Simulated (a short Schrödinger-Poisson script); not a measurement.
## MOS inversion layer, HfO2 on p-type GaN

Stack: MOS inversion layer, HfO2 on p-type GaN, at 300 K.

| layer | material | thickness (nm) | Na (cm⁻³) |
|---|---|---|---|
| 1 | HfO2 | 10.9 | - |
| 2 | GaN | 670 | 8.8e17 |

Constants are typed, rounded textbook-type inputs, not results; the design itself was drawn at random and stands for no fabricated device. HfO2: permittivity 22, conduction-band edge (eV) 1.6, gap (eV) 5.7, electron mass (mₑ) 0.2. GaN: permittivity 9.5, conduction-band edge (eV) 0, gap (eV) 3.43, Nv at 300 K (cm⁻³) 4.6e19.

Channel valleys (confinement mass, in-plane density-of-states mass, number): Γ 0.2, 0.2, 1. At the gate the conduction-band edge of layer 1 lies 2 eV − eVg above the Fermi level of the channel; the field vanishes at the back. Gaps are held at their typed values at every temperature. Mesh 0.03 nm at interfaces.

From a short Schrödinger-Poisson script (our own, NumPy): 1D Poisson equation in equilibrium, electrons quantum, Hartree plus LDA exchange-correlation (BenDaniel-Duke, 12 states a valley, the channel's in-plane mass for all, wave functions ending at the dielectric), parabolic valleys, classical holes, full ionisation, no traps, pinning or gate leakage.

```tsv
Vg (V)	electrons (cm⁻²)	C (μF/cm²)	Γ E0 (meV)	Γ E1 (meV)
0.9	2.82e7	0.125	290.7	508.0
1	1.00e9	0.128	198.4	418.6
1.1	3.62e10	0.299	105.5	330.1
1.2	3.88e11	0.932	42.1	272.9
1.3	1.04e12	1.15	12.5	249.2
1.4	1.78e12	1.22	-6.3	235.7
1.5	2.55e12	1.26	-21.0	225.9
1.6	3.34e12	1.28	-33.7	217.8
1.7	4.14e12	1.29	-45.4	210.6
1.8	4.94e12	1.30	-56.4	-
1.9	5.75e12	1.31	-67.0	-
2	6.57e12	1.31	-77.3	-
2.1	7.38e12	1.32	-	-
2.2	8.20e12	1.32	-	-
2.3	9.03e12	1.32	-	-
```

Gate voltages with under 1e6 electrons/cm² are left out.

Subbands count from the Fermi level; a dash marks a level above the dielectric's band edge.

In real p-type GaN the Mg acceptor is only partly ionised, and so wide a gap doesn't supply an inversion layer without source and drain.
